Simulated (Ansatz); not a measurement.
Defect migration in 4H silicon carbide: interstitial B, charge state +3. Method: PBE, PAW (plane waves to 420 eV; Ansatz, a quantum-chemistry and plane-wave program).

72-site cell at the relaxed PBE lattice, the Γ point alone, smearing 0.01 eV, spin-restricted, no finite-size correction. Static, classical nuclei. The charge state is imposed; whether it is stable for some Fermi level was not computed. Sites that were not tried may lie lower. The start lies 0.14 eV above the lowest site run (PBE).

Barriers: single points on a 2×2×2 k-point mesh shifted by half a step along c at the bands' geometries (they differ from the bands' own by up to 0.12 eV, and are uncertain by about as much).

Relaxed starting cell (atoms counted from 1):

```yaml
crystal:
  lattice:
    - [9.28226, 0.00000, 0.00000]
    - [-4.64113, 8.03868, 0.00000]
    - [0.00000, 0.00000, 10.12928]
  atoms:
    - { symbol: Si, position: [0.99779, 0.99901, 0.49779] }
    - { symbol: Si, position: [0.99864, 0.33262, 0.50068] }
    - { symbol: Si, position: [0.99864, 0.66624, 0.50068] }
    - { symbol: Si, position: [0.33300, 0.99920, 0.49922] }
    - { symbol: Si, position: [0.33300, 0.33402, 0.49922] }
    - { symbol: Si, position: [0.33693, 0.66858, 0.50157] }
    - { symbol: Si, position: [0.66575, 0.99884, 0.50007] }
    - { symbol: Si, position: [0.66506, 0.33264, 0.50060] }
    - { symbol: Si, position: [0.66576, 0.66714, 0.50007] }
    - { symbol: Si, position: [0.00122, 0.00073, 0.99756] }
    - { symbol: Si, position: [0.00769, 0.32462, 0.98676] }
    - { symbol: Si, position: [0.00770, 0.68331, 0.98674] }
    - { symbol: Si, position: [0.33395, 0.00172, 0.99817] }
    - { symbol: Si, position: [0.33395, 0.33247, 0.99817] }
    - { symbol: Si, position: [0.33474, 0.66749, 0.99881] }
    - { symbol: Si, position: [0.66553, 0.99918, 0.99921] }
    - { symbol: Si, position: [0.65549, 0.32786, 0.00115] }
    - { symbol: Si, position: [0.66553, 0.66658, 0.99921] }
    - { symbol: Si, position: [0.22228, 0.11125, 0.74751] }
    - { symbol: Si, position: [0.22507, 0.44563, 0.74671] }
    - { symbol: Si, position: [0.22508, 0.77967, 0.74671] }
    - { symbol: Si, position: [0.55504, 0.11026, 0.74829] }
    - { symbol: Si, position: [0.55504, 0.44501, 0.74829] }
    - { symbol: Si, position: [0.55620, 0.77821, 0.74904] }
    - { symbol: Si, position: [0.88778, 0.10889, 0.74615] }
    - { symbol: Si, position: [0.88949, 0.44485, 0.74362] }
    - { symbol: Si, position: [0.88778, 0.77912, 0.74615] }
    - { symbol: Si, position: [0.11105, 0.22102, 0.24963] }
    - { symbol: Si, position: [0.12930, 0.56476, 0.26115] }
    - { symbol: Si, position: [0.11105, 0.89027, 0.24963] }
    - { symbol: Si, position: [0.43511, 0.21767, 0.25128] }
    - { symbol: Si, position: [0.44579, 0.55586, 0.25041] }
    - { symbol: Si, position: [0.44579, 0.89016, 0.25040] }
    - { symbol: Si, position: [0.76494, 0.21603, 0.25377] }
    - { symbol: Si, position: [0.76495, 0.54914, 0.25376] }
    - { symbol: Si, position: [0.77632, 0.88827, 0.25031] }
    - { symbol: C, position: [0.00053, 0.00038, 0.68495] }
    - { symbol: C, position: [0.00010, 0.33369, 0.68931] }
    - { symbol: C, position: [0.00010, 0.66664, 0.68931] }
    - { symbol: C, position: [0.33309, 0.00022, 0.68603] }
    - { symbol: C, position: [0.33309, 0.33309, 0.68603] }
    - { symbol: C, position: [0.33454, 0.66739, 0.68741] }
    - { symbol: C, position: [0.66643, 0.00007, 0.68696] }
    - { symbol: C, position: [0.66756, 0.33389, 0.68969] }
    - { symbol: C, position: [0.66643, 0.66659, 0.68696] }
    - { symbol: C, position: [0.99788, 0.99905, 0.18547] }
    - { symbol: C, position: [0.99357, 0.34764, 0.17841] }
    - { symbol: C, position: [0.99357, 0.64614, 0.17840] }
    - { symbol: C, position: [0.32882, 0.99514, 0.18588] }
    - { symbol: C, position: [0.32881, 0.33390, 0.18588] }
    - { symbol: C, position: [0.33881, 0.66952, 0.18730] }
    - { symbol: C, position: [0.66753, 0.00101, 0.18662] }
    - { symbol: C, position: [0.65639, 0.32831, 0.18879] }
    - { symbol: C, position: [0.66753, 0.66675, 0.18662] }
    - { symbol: C, position: [0.22232, 0.11128, 0.93720] }
    - { symbol: C, position: [0.22581, 0.44536, 0.93597] }
    - { symbol: C, position: [0.22581, 0.78069, 0.93597] }
    - { symbol: C, position: [0.55631, 0.11151, 0.93771] }
    - { symbol: C, position: [0.55631, 0.44503, 0.93771] }
    - { symbol: C, position: [0.55545, 0.77784, 0.93851] }
    - { symbol: C, position: [0.88723, 0.10755, 0.93584] }
    - { symbol: C, position: [0.89320, 0.44672, 0.95601] }
    - { symbol: C, position: [0.88723, 0.77992, 0.93584] }
    - { symbol: C, position: [0.10888, 0.22307, 0.43626] }
    - { symbol: C, position: [0.11218, 0.55621, 0.44262] }
    - { symbol: C, position: [0.10888, 0.88605, 0.43626] }
    - { symbol: C, position: [0.44276, 0.22149, 0.43919] }
    - { symbol: C, position: [0.44447, 0.55555, 0.43824] }
    - { symbol: C, position: [0.44447, 0.88915, 0.43824] }
    - { symbol: C, position: [0.77737, 0.22268, 0.43923] }
    - { symbol: C, position: [0.77737, 0.55492, 0.43923] }
    - { symbol: C, position: [0.77666, 0.88844, 0.43802] }
    - { symbol: B, position: [0.94017, 0.47019, 0.11143] }
```
Cell charge +3.

End state 1 differs by these moves (Å; atoms that move under 0.08 Å are left out):

| atom | element | Δx | Δy | Δz |
|---|---|---|---|---|
| 10 | Si | 0.07 | -0.05 | 0.04 |
| 11 | Si | -0.11 | 0.20 | 0.00 |
| 12 | Si | 0.01 | -0.12 | 0.12 |
| 16 | Si | -0.11 | -0.06 | -0.13 |
| 17 | Si | 0.07 | 0.05 | -0.02 |
| 28 | Si | 0.08 | -0.04 | 0.04 |
| 29 | Si | -0.12 | -0.06 | -0.12 |
| 30 | Si | 0.07 | -0.05 | 0.02 |
| 34 | Si | -0.04 | 0.12 | 0.07 |
| 35 | Si | 0.08 | 0.06 | -0.03 |
| 36 | Si | 0.10 | -0.05 | 0.03 |
| 46 | C | 0.08 | -0.03 | 0.03 |
| 47 | C | 0.09 | -0.28 | 0.00 |
| 48 | C | -0.02 | 0.12 | 0.08 |
| 52 | C | 0.12 | 0.11 | -0.08 |
| 61 | C | -0.03 | 0.05 | 0.20 |
| 62 | C | -0.05 | 0.00 | -0.20 |
| 73 | B | 0.83 | -2.68 | 0.00 |

Q: Give the forward and backward barriers to end state 1 at the level PBE, PAW.

A: forward 1.45 eV, backward 1.45 eV; at the saddle point atom 73 has neighbours C at 1.46, C at 1.59, C at 2.14; Si at 1.96 Å. The check of the saddle point's order was inconclusive.

End state 2 differs by these moves (Å; atoms that move under 0.08 Å are left out):

```
atom  element     Δx     Δy     Δz
----  -------  -----  -----  -----
11         Si  -0.12   0.06   0.12
12         Si  -0.07  -0.18   0.04
13         Si   0.00   0.07  -0.07
15         Si   0.06  -0.05  -0.08
17         Si   0.07   0.05  -0.03
29         Si  -0.13  -0.17  -0.04
30         Si  -0.08   0.04   0.08
31         Si   0.06   0.06  -0.01
33         Si   0.07   0.04   0.07
34         Si   0.09   0.04  -0.03
35         Si   0.07   0.04  -0.04
47          C   0.12  -0.13   0.09
48          C   0.08   0.23   0.03
49          C   0.02  -0.10  -0.04
51          C  -0.16   0.04  -0.06
53          C   0.07   0.04  -0.03
57          C  -0.02  -0.02   0.18
62          C  -0.03  -0.03  -0.19
73          B   1.19   2.47   0.15
```

Q: Give the forward and backward barriers to end state 2 at the level PBE, PAW.

A: forward 1.45 eV, backward 1.58 eV; at the saddle point atom 73 has neighbours C at 1.46, C at 1.59, C at 2.14; Si at 1.96 Å. The check of the saddle point's order was inconclusive.

End state 3 differs by these moves (Å; atoms that move under 0.08 Å are left out):

| atom | element | Δx | Δy | Δz |
|---|---|---|---|---|
| 11 | Si | -0.23 | 0.00 | 0.00 |
| 12 | Si | 0.00 | -0.13 | 0.12 |
| 14 | Si | 0.07 | -0.04 | 0.03 |
| 15 | Si | 0.00 | 0.13 | -0.12 |
| 17 | Si | 0.07 | 0.04 | -0.03 |
| 28 | Si | 0.08 | -0.04 | 0.04 |
| 29 | Si | -0.25 | 0.00 | 0.00 |
| 31 | Si | 0.13 | 0.00 | 0.00 |
| 32 | Si | 0.08 | -0.05 | 0.03 |
| 34 | Si | 0.08 | 0.04 | -0.04 |
| 35 | Si | 0.08 | 0.05 | -0.03 |
| 47 | C | 0.25 | 0.00 | 0.00 |
| 48 | C | -0.07 | 0.19 | 0.09 |
| 50 | C | 0.12 | -0.04 | 0.03 |
| 51 | C | -0.07 | -0.19 | -0.09 |
| 53 | C | 0.12 | 0.04 | -0.03 |
| 56 | C | -0.06 | 0.01 | 0.20 |
| 62 | C | -0.06 | -0.01 | -0.20 |
| 73 | B | 2.38 | 0.00 | 0.00 |

Q: Give the forward and backward barriers to end state 3 at the level PBE, PAW.

A: forward 2.76 eV, backward 2.76 eV; at the saddle point atom 73 has neighbours C at 1.62, 2 C at 1.81; Si at 1.81, Si at 2.19 Å. The program found a first-order saddle point.
